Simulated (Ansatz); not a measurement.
Amorphous Ti20O41Cu2, 63 atoms at 3.74 g/cm³, one PBE-relaxed geometry, zone centre. Methods: PBE, scalar-relativistic without spin-orbit coupling (Ansatz, an electronic-structure program); r2SCAN, scalar-relativistic without spin-orbit coupling (Ansatz); HSE06, scalar-relativistic without spin-orbit coupling (Ansatz). Plane waves to 420 eV (r2SCAN 500 eV); exact exchange is cut at the cell's faces. At PBE the levels at the filled edge of the gap are localised (band-tail or defect states), and the nearest spread-out levels lie 2.8 eV apart at the zone centre. All rungs ran without spin polarisation.

The cell was made by melting and quenching with the CHGNet potential and then relaxed with DFT. O atoms were pushed apart under 1.9 Å during the dynamics, to hinder bonds among them. The hot cell started wider than the set density and was brought back towards it in steps. It is the lowest in DFT energy of 2 quenches. It is a model cell: composition and starting density were chosen by hand, and all elements were melted together. No dispersion term was used. Its density started from a set value of 3.74 and ended at 3.74 g/cm³. The quench (nominally 300 K/ps over its main leg) was far faster than any real one, so the model tends to hold more defects than a real film. A cell of this size samples the disorder only roughly. The volume was held where the preparation left it and the shape relaxed, at a PBE pressure of 0.4 GPa. On a 2×2×2 Γ-centred mesh force components of up to 0.12 eV/Å stay, since the relaxation ran on the zone centre alone.

The relaxation ran on the zone centre alone. At PBE the level gap is 0.99 eV on a 2×2×2 Γ-centred mesh, and the spacing at the zone centre alone 1.13 eV.

Problem. What zone-centre spacing does r2SCAN give, roughly?

Solution. 1.19 eV (+0.06 eV against PBE).

Problem. What zone-centre spacing does HSE06 give, roughly?

Solution. 2.42 eV (+1.30 eV against PBE).

The highest filled and the lowest empty state spread over these numbers of atoms (participation numbers): PBE: 2.0 and 9.5; r2SCAN: 1.9 and 8.6; HSE06: 2.1 and 8.8.
